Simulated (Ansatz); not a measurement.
**BaTiO3 (Amm2, No. 38, 5 atoms in the cell; start COD 9014492)**

These are r²SCAN+rVV10 (Ansatz, an electronic-structure program, PAW) values and carry that method's errors.

Settings: plane-wave cutoff 560 eV, 8×8×8 k mesh, Fermi–Dirac smearing 0.01 eV, no spin polarisation, scalar-relativistic PAW data made under PBE.

Cell (relaxed at this level):

Space group Amm2 (No. 38); a = 3.962 Å, b = 5.680 Å, c = 5.703 Å, α = β = γ = 90.00°

| atom | site | symmetry | x | y | z |
|---|---|---|---|---|---|
| Ba | 2a | mm2 | 0.0000 | 0.0000 | 0.0079 |
| Ti | 2b | mm2 | 0.5000 | 0.5000 | 0.0220 |
| O | 2a | mm2 | 0.0000 | 0.0000 | 0.4929 |
| O | 4e | m.. | 0.5000 | 0.2554 | 0.2400 |
(The calculation used a cell of 5 atoms; values per cell refer to that cell.)

| Item | Value |
|---|---|
| band gap | 2.57 eV (on the SCF k mesh) |

Note: the relaxation could not lower the start's symmetry, so the cell can be a saddle point above a distorted one.

Spin–orbit coupling is not included.

Cost on a shared machine: around 8 core-minutes (rough).
